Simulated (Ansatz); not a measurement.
Defect: interstitial Y in monoclinic HfO2, charge state +3. These are PBE, PAW (plane waves to 420 eV; Ansatz, a program for electronic structure) values and carry that method's errors.

96-site cell at the relaxed PBE lattice, the Γ point alone, smearing 0.01 eV, spin-restricted, no finite-size correction. Static, classical nuclei. Spin-orbit coupling is left out. The charge state is imposed; whether it is stable for some Fermi level was not computed. Sites that were not tried may lie lower.

Barriers: single points on a 2×2×2 k-point mesh shifted by half a step at the bands' geometries.

The step: Y moves alone to another site. Atoms about the jump, Cartesian Å from the middle of the jump, before and after:

```json
[
 {"atom": "Y1", "x0": "-0.58", "y0": "0.19", "z0": "-0.31", "x1": "0.58", "y1": "-0.19", "z1": "0.31"},
 {"atom": "O2", "x0": "0.01", "y0": "0.86", "z0": "1.76", "x1": "-0.13", "y1": "1.00", "z1": "1.89"},
 {"atom": "O3", "x0": "0.13", "y0": "-1.00", "z0": "-1.89", "x1": "-0.01", "y1": "-0.86", "z1": "-1.76"},
 {"atom": "O4", "x0": "0.64", "y0": "1.80", "z0": "-0.88", "x1": "0.51", "y1": "1.71", "z1": "-0.81"},
 {"atom": "O5", "x0": "-0.51", "y0": "-1.71", "z0": "0.81", "x1": "-0.64", "y1": "-1.80", "z1": "0.88"},
 {"atom": "O6", "x0": "2.34", "y0": "-1.23", "z0": "-0.16", "x1": "2.37", "y1": "-1.29", "z1": "-0.32"},
 {"atom": "O7", "x0": "-2.37", "y0": "1.29", "z0": "0.32", "x1": "-2.34", "y1": "1.23", "z1": "0.16"},
 {"atom": "Hf8", "x0": "2.00", "y0": "0.22", "z0": "-1.72", "x1": "1.97", "y1": "0.25", "z1": "-1.95"},
 {"atom": "Hf9", "x0": "-1.97", "y0": "-0.25", "z0": "1.95", "x1": "-2.00", "y1": "-0.22", "z1": "1.72"},
 {"atom": "Hf10", "x0": "1.30", "y0": "2.45", "z0": "1.10", "x1": "1.28", "y1": "2.60", "z1": "1.11"},
 {"atom": "Hf11", "x0": "-1.28", "y0": "-2.60", "z0": "-1.11", "x1": "-1.30", "y1": "-2.45", "z1": "-1.10"},
 {"atom": "O12", "x0": "2.90", "y0": "1.28", "z0": "0.07", "x1": "2.76", "y1": "1.21", "z1": "0.07"},
 {"atom": "O13", "x0": "-2.76", "y0": "-1.21", "z0": "-0.07", "x1": "-2.90", "y1": "-1.28", "z1": "-0.07"},
 {"atom": "O14", "x0": "1.88", "y0": "-1.33", "z0": "2.48", "x1": "1.74", "y1": "-1.20", "z1": "2.21"},
 {"atom": "Hf15", "x0": "1.22", "y0": "-2.83", "z0": "1.10", "x1": "1.25", "y1": "-3.01", "z1": "1.11"},
 {"atom": "Hf16", "x0": "-1.25", "y0": "3.01", "z0": "-1.11", "x1": "-1.22", "y1": "2.83", "z1": "-1.10"},
 {"atom": "O17", "x0": "-1.74", "y0": "1.20", "z0": "-2.21", "x1": "-1.88", "y1": "1.33", "z1": "-2.48"}
]
```

Problem. Predict the transition state.

Solution. 
```csv
atom,x,y,z
Y1,0.00,0.00,0.01
O2,0.02,0.96,1.89
O3,-0.03,-0.96,-1.88
O4,0.62,1.81,-0.91
O5,-0.63,-1.82,0.91
O6,2.17,-1.14,-0.17
O7,-2.18,1.14,0.17
Hf8,2.03,0.28,-1.84
Hf9,-2.05,-0.28,1.85
Hf10,1.33,2.55,1.12
Hf11,-1.34,-2.55,-1.11
O12,2.87,1.30,0.06
O13,-2.89,-1.30,-0.06
O14,1.83,-1.33,2.46
Hf15,1.21,-2.90,1.13
Hf16,-1.23,2.89,-1.12
O17,-1.85,1.33,-2.45
```
It lies 0.57 eV above the start and 0.57 eV above the end. The saddle point's order was not checked, and it lies on a symmetry element of the cell, where a band can be held.
